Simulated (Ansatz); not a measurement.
What biaxial strain +4.80 %, plane normal [001], relaxed out of plane does to Ni

The parent structure is Ni in the fcc (Cu type) structure (space group Fm-3m, No. 225; a = 3.4788 Å; ferromagnetic; relaxed with 0.1 eV smearing). Axes: x, y, z lie along the cube axes.

Now apply this change: biaxial strain +4.80 %, plane normal [001], relaxed out of plane (Cartesian); in-plane vectors clamped, the third vector and the atoms free.

Method: r2SCAN/PAW in Ansatz (a program for electronic structure), no spin-orbit coupling. Γ-centred 32×32×32 mesh, Fermi–Dirac width 0.1 eV.

The volume per atom goes up by 0.367 Å³, from 10.53 Å³ to 10.89 Å³ and the space group goes from Fm-3m (No. 225) to I4/mmm (No. 139). The shortest interatomic distance falls by 0.009 Å to 2.451 Å and the energy goes up by 34 meV/atom. The band gap remains zero and the magnetic state remains ferromagnetic. The out-of-plane strain amounts to -5.78 % and the ratio −ε⊥/ε∥ amounts to 1.20.

Final structure (turned so that z lies along the plane normal):

```xyz
1
Lattice="2.5780 0.0000 0.0000 0.0000 2.5780 0.0000 1.2890 -1.2890 1.6390" Properties=species:S:1:pos:R:3 pbc="T T T"
Ni     0.0000     0.0000     0.0000
```

Other magnetic orders, which the real material may have, were not ruled out. No phonon test of stability was made.
